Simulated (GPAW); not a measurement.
Input and output of a self-consistent single point for BAs (F-43m, 2 atoms in the cell) (GPAW).

Computed with PBE, GPAW PAW datasets PBE (gpaw-data 1.0.1) (plane waves; GPAW).

The change in words: lattice scaled by 0.98. Reference geometry:
```
CELL_PARAMETERS angstrom
      0.00000     2.39000     2.39000
      2.39000     0.00000     2.39000
      2.39000     2.39000     0.00000
ATOMIC_POSITIONS crystal
  B  0.00000 0.00000 0.00000
  As 0.25000 0.25000 0.25000
```

Reference input (self-consistent single point, DFT PBE, plane waves, GPAW PAW datasets PBE (gpaw-data 1.0.1)): mode = pw; ecut = 950 eV; xc = PBE; kpts = 8 8 8; mesh shift (steps) = 0 0 0; occupations.name = fermi-dirac; occupations.width = 0.05 eV; nbands = -6; convergence.density = 1e-05 e/electron; convergence.energy = 1e-05 eV/electron; convergence.bands = -4; symmetry.symmorphic = false. This run's input differs from it in these lines:

```diff
@@ -5,7 +5,7 @@
 atoms = Atoms(['B', 'As'],
-              cell=[[0.000000, 2.390000, 2.390000],
-                    [2.390000, 0.000000, 2.390000],
-                    [2.390000, 2.390000, 0.000000]],
+              cell=[[0.000000, 2.342200, 2.342200],
+                    [2.342200, 0.000000, 2.342200],
+                    [2.342200, 2.342200, 0.000000]],
               positions=[[0.000000, 0.000000, 0.000000],
-                         [1.195000, 1.195000, 1.195000]],
+                         [1.171100, 1.171100, 1.171100]],
               pbc=True)
```

Output (repeated stretches shortened):

```
     iter     time        total  log10-change:
                         energy   eigst   dens
iter:   1 --:--:--   -12.015677   +0.75
iter:   2 --:--:--   -11.880073   -1.13  -0.69
iter:   3 --:--:--   -11.344731   -1.14  -0.73
iter:   4 --:--:--   -11.340838   -2.72  -1.23
iter:   5 --:--:--   -11.331818   -2.32  -1.33
iter:   6 --:--:--   -11.332894   -3.49  -1.98
iter:   7 --:--:--   -11.329985   -3.46  -1.90
iter:   8 --:--:--   -11.329970   -4.78  -2.89
iter:   9 --:--:--   -11.329964c  -4.99  -3.13
iter:  10 --:--:--   -11.329957c  -5.91  -3.28
iter:  11 --:--:--   -11.329957c  -7.78c -4.47
iter:  12 --:--:--   -11.329958c  -8.65c -4.60
iter:  13 --:--:--   -11.329958c  -8.91c -4.62
iter:  14 --:--:--   -11.329958c  -8.98c -4.77
iter:  15 --:--:--   -11.329958c  -8.96c -4.82
iter:  16 --:--:--   -11.329958c -10.23c -5.01c
Converged after 16 iterations.

Dipole moment: (-4.067380, -4.067380, -4.067380) |e|*Ang

Energy contributions relative to reference atoms: (reference = -62172.463167)

Kinetic:        +26.913050
Potential:      -23.257857
External:        +0.000000
XC:             -14.978623
Entropy (-ST):   -0.000000
Local:           -0.006526
SIC:             +0.000000
--------------------------
Free energy:    -11.329958
Extrapolated:   -11.329958

Showing only first 2 kpts
 Kpt  Band  Eigenvalues  Occupancy
  0     2      8.75167    1.99997
  0     3      8.75167    1.99997
  0     4     12.12318    0.00000
  0     5     12.12318    0.00000

  1     2      7.50716    2.00000
  1     3      7.50716    2.00000
  1     4     11.38181    0.00000
  1     5     13.76272    0.00000

Fermi level: 9.30307

Gap: 1.138 eV
Transition (v -> c):
   [... lines left out ...]
Direct/indirect transitions are different
Direct gap: 3.372 eV
Transition at: (s=0, k=0, n=3, [0.00, 0.00, 0.00])
Energy (eV): -11.329958

Forces in eV/Ang:
  0 B     0.00000   -0.00000   -0.00000
  1 As    0.00000    0.00000   -0.00000

Stress tensor:
    -0.081001    -0.000000     0.000000
    -0.000000    -0.081001     0.000000
     0.000000     0.000000    -0.081001
Stress (GPa, Voigt): [-12.9778 -12.9778 -12.9778   0.       0.      -0.    ]
```

The run converged in 16 iterations. GPAW prints stress with tension positive. Against the reference run the free energy rises by 39.3 meV/atom and the gap on the mesh goes from 1.198 to 1.138 eV.

At such cutoffs GPAW's stress carries a finite-basis (Pulay) error, which enters relaxed cells too; its log prints stress with tension positive.

The starting cell has typed, rounded lattice constants, without a prior relaxation at this level. For this run, on top of that: lattice scaled by 0.98.
